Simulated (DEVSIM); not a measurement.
System: double heterostructure, In0.53Ga0.47As between p- and n-type InP, at 350 K.

```csv
layer (left to right),material,thickness (μm),Nd (cm⁻³),Na (cm⁻³),τn (s),τp (s)
1,InP,0.340,1.3e17,-,3e-10,3e-10
2,In0.53Ga0.47As,0.0870,-,2e15,3e-10,3e-10
3,InP,0.910,-,1.1e17,3e-10,3e-10
```

Left contact: ohmic. Right contact: ohmic. Voltage is applied to the left contact. Recombination: SRH at mid-gap, radiative, Auger. Mobility is constant in doping.

Constants are typed, rounded textbook-type inputs, not results; the design itself was drawn at random and stands for no fabricated device. Values at 300 K; Nc and Nv go as T^1.5, mobilities as T to minus their exponent, the gap by Varshni's rule with the affinity fixed.

```csv
parameter,InP,In0.53Ga0.47As
gap (eV),1.344,0.74
affinity (eV),4.38,4.51
permittivity,12.5,13.9
Nc (cm⁻³),5.7e17,2.1e17
Nv (cm⁻³),1.1e19,7.7e18
μn (cm²/Vs),5200,12000
μp (cm²/Vs),170,300
T exponent of μn,2,1.6
T exponent of μp,2,1.6
B (cm³/s),1.2e-10,9.6e-11
Cn (cm⁶/s),9e-31,5e-29
Cp (cm⁶/s),9e-31,5e-29
Varshni α (eV/K),0.000363,0.00035
Varshni β (K),162,190
```

Simulated with DEVSIM: 1D drift-diffusion, Boltzmann statistics, complete ionisation; no tunnelling, impact ionisation, image-force lowering or self-heating. Band offsets follow the typed affinities; no thermionic-emission limit at abrupt steps, no polarisation charge.

Tabulate band edges, carrier densities and field at zero bias.

Energies count from the Fermi level of the right contact; mesh points crowd at the junctions.

```
x (μm)    Ec (eV)  Ev (eV)  n (cm⁻³)  p (cm⁻³)  field (V/cm)
--------  -------  -------  --------  --------  ------------
0.000       0.052   -1.276    1.3e17     < 1e2           ≈ 0
0.007363    0.052   -1.276    1.3e17     < 1e2           ≈ 0
0.02569     0.052   -1.276    1.3e17     < 1e2           ≈ 0
0.07130     0.052   -1.276    1.3e17     < 1e2           ≈ 0
0.2225      0.052   -1.276    1.3e17     < 1e2            31
0.2958      0.063   -1.265    8.9e16     < 1e2          8600
0.3252      0.133   -1.195    8.8e15     < 1e2         45000
0.3392      0.213   -1.115    6.2e14      1200         70000
0.3454      0.123   -0.602    4.5e15    2.1e10         64000
0.3594      0.212   -0.513    2.4e14    4.0e11         63000
0.3901      0.404   -0.321    4.0e11    2.3e14         62000
0.4181      0.580   -0.145     1.2e9    8.0e16         66000
0.4262      0.641   -0.084     1.6e8    6.0e17         92000
0.4326      0.837   -0.491    640000    1.2e12        100000
0.4587      1.044   -0.284       660    1.1e15         59000
0.5147      1.177   -0.151     < 1e2    9.4e16          3400
0.6564      1.182   -0.146     < 1e2    1.1e17           ≈ 0
0.9809      1.182   -0.146     < 1e2    1.1e17           ≈ 0
1.234       1.182   -0.146     < 1e2    1.1e17           ≈ 0
1.299       1.182   -0.146     < 1e2    1.1e17           ≈ 0
1.325       1.182   -0.146     < 1e2    1.1e17           ≈ 0
1.337       1.182   -0.146     < 1e2    1.1e17           ≈ 0
```
